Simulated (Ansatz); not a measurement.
The parent structure is ZnS in the zinc blende structure (space group F-43m, No. 216; a = 5.390 Å).

Levels (all Ansatz, a first-principles code, PAW, earlier PAW set): r2SCAN (500 eV, spin-orbit coupling left out); HSE06 (420 eV, no spin-orbit coupling).

The geometry is relaxed with r2SCAN.

| Item | Value |
|---|---|
| r2SCAN lowest conduction level above the VBM at special points | Γ 2.70 eV; X 3.71 eV; L 3.82 eV |

Problem. Predict the lowest conduction level above the VBM at special points from HSE06.

Solution. The lowest conduction level above the VBM at special points changes from Γ 2.70 eV; X 3.71 eV; L 3.82 eV to Γ 3.37 eV; X 4.37 eV; L 4.57 eV.

Single points use the geometry relaxed with r2SCAN. The levels and masses belong to the bands next to the band gap. Stability against distortions was not tested.
